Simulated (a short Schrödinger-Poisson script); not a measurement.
Symmetric double-gate stack, SiO2 on p-type Ge(111)

Structure: symmetric double-gate stack, SiO2 on p-type Ge(111), at 300 K.

| layer | material | thickness (nm) | Na (cm⁻³) |
|---|---|---|---|
| 1 | SiO2 | 3.1 | - |
| 2 | Ge | 10 | 6e16 |
| 3 | SiO2 | 3.1 | - |

Constants are typed, rounded textbook-type inputs, not results; the design itself was drawn at random and stands for no fabricated device. SiO2: permittivity 3.9, conduction-band edge (eV) 3.1, gap (eV) 9, electron mass (mₑ) 0.5. Ge: permittivity 16, conduction-band edge (eV) 0, gap (eV) 0.664, Nv at 300 K (cm⁻³) 6e18.

Channel valleys (confinement mass, in-plane density-of-states mass, number): L1 1.59, 0.08, 1; L3 0.09, 0.34, 3. At the gates, both at one voltage, the conduction-band edge of layer 1 lies 3.37 eV − eVg above the Fermi level of the channel. Gaps are held at their typed values at every temperature. Mesh 0.03 nm at interfaces.

Solved with a short Schrödinger-Poisson script written for these runs: 1D Poisson equation in equilibrium, electrons quantum, Hartree (BenDaniel-Duke, 12 states a valley, the channel's in-plane mass for all, wave functions ending at the dielectric), parabolic valleys, classical holes, full ionisation, no traps, pinning or gate leakage.

```tsv
Vg (V)	electrons (cm⁻²)	C (μF/cm²)	L1 E0 (meV)	L1 E1 (meV)	L3 E0 (meV)	L3 E1 (meV)
-0.1	2.16e6	< 0.003	377.4	384.4	416.8	542.0
0	1.03e8	< 0.003	277.4	284.4	316.8	442.0
0.1	4.86e9	0.0302	177.8	184.8	217.3	342.4
0.2	1.45e11	0.608	90.0	96.6	129.5	254.2
0.3	7.90e11	1.34	45.8	50.5	85.6	208.4
0.4	1.72e12	1.59	24.4	27.1	65.5	185.9
0.5	2.75e12	1.70	9.7	11.0	53.5	171.4
0.6	3.83e12	1.76	-2.5	-1.8	45.0	160.6
0.7	4.94e12	1.80	-13.3	-13.0	38.5	151.8
0.8	6.07e12	1.83	-23.3	-23.1	33.3	144.4
0.9	7.22e12	1.85	-32.6	-32.6	28.8	138.0
1	8.38e12	1.87	-41.5	-41.5	24.9	132.2
1.1	9.55e12	1.88	-50.0	-50.0	21.4	126.9
1.2	1.07e13	1.89	-58.3	-58.3	18.3	121.9
1.3	1.19e13	1.90	-66.3	-66.3	15.4	117.3
1.4	1.31e13	1.91	-74.2	-74.2	12.8	113.0
1.5	1.43e13	1.91	-81.8	-81.8	10.3	108.9
1.6	1.55e13	1.92	-89.4	-89.4	7.9	105.0
1.7	1.67e13	1.93	-96.8	-96.8	5.7	101.2
```

Gate voltages with under 1e6 electrons/cm² are left out.

Subbands count from the Fermi level. The capacitance is that of both gates.

Only the L valleys are kept; under strong confinement the Δ valleys of Ge fill too.
